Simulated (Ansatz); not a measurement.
Take HfO2 (space group Pca2_1, No. 29; a = 5.247 Å, b = 5.031 Å, c = 5.060 Å) as the base. Axes: x, y, z lie along a, b, c of the conventional cell.

Structures relaxed with r2SCAN/PAW in Ansatz (a quantum-chemistry and plane-wave program), spin-orbit coupling left out, earlier PAW set.

Base:

Simulated powder pattern, Cu Kα1, λ = 1.54056 Å (kinematic, ideal powder, no thermal factors, no anomalous dispersion; the 8 strongest lines at most, above 2 %, up to 2θ = 90°):

```csv
2θ (°),I/Imax (%),hkl
30.27,100,(111)
34.15,13,(200)
35.45,15,(002)
50.04,14,(202)
50.21,13,(220)
51.17,15,(022)
60.47,16,(113)
60.76,15,(131)
```

Modification: biaxial strain +2.05 %, plane normal [001], relaxed out of plane (Cartesian); in-plane vectors clamped, the third vector and the atoms free.

Predict the new powder pattern.


Simulated powder pattern, Cu Kα1, λ = 1.54056 Å (kinematic, ideal powder, no thermal factors, no anomalous dispersion; the 8 strongest lines at most, above 2 %, up to 2θ = 90°):

```tsv
2θ (°)	d (Å)	I/Imax (%)	hkl
29.98	2.978	100	(111)
33.44	2.677	14	(200)
35.85	2.503	13	(002)
49.13	1.853	14	(220)
49.84	1.828	14	(202)
50.92	1.792	15	(022)
59.60	1.550	15	(131)
60.84	1.521	15	(113)
```

The indices refer to the base's conventional cell; one index is shown for lines that coincide.

Whether these cells are dynamically stable was not tested. This is not the structure that HfO2 has at room temperature and ambient pressure.
